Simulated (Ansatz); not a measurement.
A constructed model of the (110) surface of bcc Ta, a pseudomorphic layer of Ag in the host's stacking (bottom of the slab: a bare face, its two planes held)

These are PBE (plane waves to 420 eV, PAW; Ansatz, a program for electronic structure) values and carry that method's errors.

Set-up: 7 atoms, 14.6 Å thick at the start; mesh 14x14x1; 0.1 eV smearing; dipole correction on; 2 atoms held, the rest relaxed; held to the start's symmetry, so lower structures may exist; no spin, no spin-orbit, no U. It is one candidate, not shown to be the stable structure of the face.

```yaml
work_function_of_the_top_face: 4.00 eV
energy_released_by_relaxation: 0.27 eV
cost: about 6 core-minutes (a rough figure)
```
